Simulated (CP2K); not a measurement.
A self-consistent single point of Sr₃P₂ (Pm-3m, 5 atoms in the cell) with CP2K.

Method: PBEsol, GPW, DZVP-MOLOPT-SR-GTH basis, GTH-PBE potentials (GTH_POTENTIALS) (CP2K 2026.2).

The change in words: lattice scaled by 0.98. Reference geometry:
```
Sr3P2
1.0
    5.67000     0.00000     0.00000
    0.00000     5.67000     0.00000
    0.00000     0.00000     5.67000
Sr P
3 2
Direct
  0.00000   0.50000   0.50000
  0.50000   0.00000   0.50000
  0.50000   0.50000   0.00000
  0.00000   0.00000   0.00000
  0.50000   0.50000   0.50000
```

Reference input (self-consistent single point, DFT PBEsol, GPW, DZVP-MOLOPT-SR-GTH basis, GTH-PBE potentials (GTH_POTENTIALS)): CUTOFF = 500 Ry; REL_CUTOFF = 50 Ry; SMEAR/METHOD = FERMI_DIRAC; ELECTRONIC_TEMPERATURE = 1578.21 K; KPOINTS/SCHEME = MONKHORST-PACK 6 6 6; GAMMA_CENTERED = T; XC_FUNCTIONAL = PBE:PBESOL; Sr/BASIS_SET = DZVP-MOLOPT-SR-GTH-q10; Sr/POTENTIAL = GTH-PBE-q10; P/BASIS_SET = DZVP-MOLOPT-SR-GTH-q5; P/POTENTIAL = GTH-PBE-q5; METHOD = GPW. This run's input differs from it in these lines:

```diff
@@ -66,5 +66,5 @@
     &CELL
-      A 5.67000000 0.00000000 0.00000000
-      B 0.00000000 5.67000000 0.00000000
-      C 0.00000000 0.00000000 5.67000000
+      A 5.55660000 0.00000000 0.00000000
+      B 0.00000000 5.55660000 0.00000000
+      C 0.00000000 0.00000000 5.55660000
       PERIODIC XYZ
```

Output, abridged:

```
 SCF WAVEFUNCTION OPTIMIZATION

  Step     Update method      Time    Convergence         Total energy    Change
     1 NoMix/Diag. 0.30E+00      -     1.87258545      -105.7095169339 -1.06E+02
     2 Broy./Diag. 0.30E+00      -     0.17854669      -104.7765792237  9.33E-01
     3 Broy./Diag. 0.30E+00      -     0.15507353      -105.1057361636 -3.29E-01
     4 Broy./Diag. 0.30E+00      -     0.02132084      -105.2399773868 -1.34E-01
     5 Broy./Diag. 0.30E+00      -     0.00552970      -105.2320193354  7.96E-03
     6 Broy./Diag. 0.30E+00      -     0.00425800      -105.2493515239 -1.73E-02
   [... 3 lines left out ...]
    10 Broy./Diag. 0.30E+00      -     0.00004586      -105.2403533611 -2.55E-04
    11 Broy./Diag. 0.30E+00      -     0.00000384      -105.2403616281 -8.27E-06
    12 Broy./Diag. 0.30E+00      -     0.00000203      -105.2403355808  2.60E-05
    13 Broy./Diag. 0.30E+00      -     0.00000014      -105.2403320025  3.58E-06
  *** SCF run converged in    13 steps ***

  Overlap energy of the core charge distribution:               0.00000000000002
  Self energy of the core charge distribution:               -209.11096483238063
  Core Hamiltonian energy:                                     45.75945731281357
  Hartree energy:                                              74.37503989091866
  Exchange-correlation energy:                                -16.26346940755100
  Electronic entropic energy:                                  -0.00039496630322
  Fermi energy:                                                 0.18173763446989

  Total energy:                                              -105.24033200251608
  Total energy (extrapolated to T->0):                       -105.24013451936447

   [... lines left out ...]

 STRESS| Analytical stress tensor [bar]
 STRESS|                        x                   y                   z
 STRESS|      x        1.28579736199E+04   4.91018671185E-07   4.91302782676E-07
 STRESS|      y        4.91018671185E-07   1.28583141679E+04   4.90880552633E-07
 STRESS|      z        4.91302782676E-07   4.90880552633E-07   1.28582971072E+04
 STRESS| 1/3 Trace                                             1.28581949650E+04
```

The run converged in 13 iterations. Against the reference run the free energy goes up by 2.4 meV/atom and the pressure goes from -0.82 to 1.29 GPa.

The starting cell comes from a database of computed structures (which also holds hypothetical and non-ambient phases and stackings), without a prior relaxation at this level. For this run, on top of that: lattice scaled by 0.98. Values carry the incompleteness of an atom-centred basis. The potentials were made for another functional than the one used. The run gives no clean gap (levels at the Fermi energy touch, overlap or are partly filled at this smearing), which alone does not show that the compound is a metal.
